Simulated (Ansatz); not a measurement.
Cubic perovskite SrVO3, treated with PBEsol-D3(BJ) (Ansatz, a quantum-chemistry and plane-wave program, PAW).

Numerical settings: plane-wave cutoff 520 eV, 14×14×14 k mesh, Fermi–Dirac smearing 0.05 eV, no spin polarisation, scalar-relativistic PAW data made under PBE.

Pressure at four volumes; x = ln(V/10.847 Å³). One pressure is withheld.

```tsv
V (Å³/atom)	x	P (GPa)
10.196	-0.0619	?
10.413	-0.0408	9.38
10.847	0.0000	0.00
11.498	0.0583	-10.75
```

**Question.** Pass a parabola P(x) through the three rows shown, estimate the bulk modulus and its pressure derivative near zero pressure, and predict the withheld pressure.

**Answer.** Slopes between the rows: (0.00 − (9.38))/(0.0000 − (-0.0408)) = -229.90 and (-10.75 − (0.00))/(0.0583 − (0.0000)) = -184.39 GPa. Their difference over the span 0.0991 is c = 45.51/0.0991 = 459.2 GPa, so P(x) = 9.38 + (-229.90)(x − (-0.0408)) + 459.2 (x − (-0.0408))(x − (0.0000)). At the middle row B = −dP/dx = −[-229.90 + 459.2 × 0.0408] = 211.2 GPa, and B′ = dB/dP = 2c/B = 4.3. At x = -0.0619 the parabola gives 14.83 GPa; the run gives 14.89 GPa. The Birch–Murnaghan fit to the energies at all volumes has B0 = 210 GPa and B′ = 4.4.
